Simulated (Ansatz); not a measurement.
Base system: WSe2 (space group Fm-3m, No. 225; a = 6.119 Å; a hypothetical phase, not in the database extracts checked).

Calculations: Ansatz (an electronic-structure program) PBEsol, spin-orbit coupling left out.

One change was made to it. Results:

| quantity | base | after |
|---|---|---|
| band gap | zero | zero |
| shortest interatomic distance | 2.649 Å | 2.595 Å |

Question: Which change produced these results?
(A) W → Mo
(B) W → Os
(C) Se → I
(D) Se → Ge

Answer: B, W → Os. For comparison, the shortest interatomic distance in the other runs: Se → Ge gives 2.619 Å; Se → I gives 2.870 Å; W → Mo gives 2.646 Å.

With I and W present, leaving out spin-orbit coupling can change the band edges. No phonon test of stability was made. As relaxed here, OsSe2, WGe2, WI2 and MoSe2 are hypothetical phases, not in the database extracts checked. The final runs are not spin-polarised. WSe2, WGe2 and MoSe2 have a high density of states at the Fermi level and may be magnetic at this level.
